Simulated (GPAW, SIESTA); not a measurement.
A GPAW input for a self-consistent single point of Cd (P6_3/mmc, 4 atoms in the cell) (DFT PBE, plane waves, GPAW PAW datasets PBE (gpaw-data 1.0.1)):

```python
from ase import Atoms
from ase.units import GPa
from gpaw import GPAW

atoms = Atoms(['Cd', 'Cd', 'Cd', 'Cd'],
              cell=[[3.124930, 0.000000, 0.000000],
                    [-1.562464, 2.706268, 0.000000],
                    [0.000000, 0.000000, 10.054482]],
              positions=[[0.000000, 0.000000, 0.000000],
                         [0.000000, 0.000000, 5.027241],
                         [-0.000001, 1.804180, 2.513621],
                         [1.562467, 0.902088, 7.540862]],
              pbc=True)

calc = GPAW(mode={'name': 'pw', 'ecut': 550},
            xc='PBE',
            kpts={'size': (8, 8, 3), 'gamma': True},
            occupations={'name': 'methfessel-paxton', 'width': 0.1, 'order': 0},
            nbands=-8,
            symmetry={'symmorphic': False, 'tolerance': 0.0005},
            maxiter=150)

atoms.calc = calc

energy = atoms.get_potential_energy()
print('Energy (eV):', round(energy, 6))
forces = atoms.get_forces()
print('Forces (eV/Ang):')
print(forces.round(5))
stress = atoms.get_stress()
print('Stress (GPa, Voigt):', (stress / GPa).round(4))
```

Q: Give the SIESTA input for the same structure, mesh, smearing and functional.

A: This is the input that was run; spellings and numerical settings could be chosen otherwise.

```
# files in the folder: Cd.psml (PseudoDojo PBE standard)
SystemName  Cd
SystemLabel Cd

NumberOfAtoms                4
NumberOfSpecies              1
%block ChemicalSpeciesLabel
  1 48 Cd
%endblock ChemicalSpeciesLabel
LatticeConstant              1.0 Ang
%block LatticeVectors
     3.124930000    0.000000000    0.000000000
    -1.562464000    2.706268000    0.000000000
     0.000000000    0.000000000   10.054482000
%endblock LatticeVectors
AtomicCoordinatesFormat      Ang
%block AtomicCoordinatesAndAtomicSpecies
     0.000000000    0.000000000    0.000000000  1
     0.000000000    0.000000000    5.027241000  1
    -0.000000896    1.804179569    2.513620500  1
     1.562466896    0.902088431    7.540861500  1
%endblock AtomicCoordinatesAndAtomicSpecies

XC.functional                GGA
XC.authors                   PBE
PAO.BasisSize                TZP
PAO.EnergyShift              0.005 Ry
MeshCutoff                   300 Ry
%block kgrid.MonkhorstPack
    8   0   0  0.0
    0   8   0  0.0
    0   0   3  0.0
%endblock kgrid.MonkhorstPack
OccupationFunction           MP
OccupationMPOrder            0
ElectronicTemperature        0.1 eV

MaxSCFIterations             150
SCF.Mixer.Method             Broyden
SCF.Mixer.Weight             0.25
SCF.Mixer.History            8
SCF.DM.Tolerance             1.0E-04
Diag.ParallelOverK           true
WriteForces                  true
```

Basis, cutoffs, solver keys and any potentials are the target program's own. This input uses DFT, GGA PBE, numerical atomic orbitals TZP, PseudoDojo PBE standard norm-conserving potentials (rewritten from UPF to PSML). Both were run: pressure 2.52 GPa in GPAW and 1.38 in SIESTA.

On GPAW: the starting cell was generated: these elements placed on a structure prototype, without a prior relaxation; it need not be a known phase or ordering of this composition. Its lattice was rescaled by a random factor within 2.5 % of one. For this run, on top of that: lattice scaled by 0.98.

On SIESTA: the starting cell was generated: these elements placed on a structure prototype, without a prior relaxation; it need not be a known phase or ordering of this composition. Its lattice was rescaled by a random factor within 2.5 % of one. For this run, on top of that: lattice scaled by 0.98. Values carry the incompleteness of an atom-centred basis.
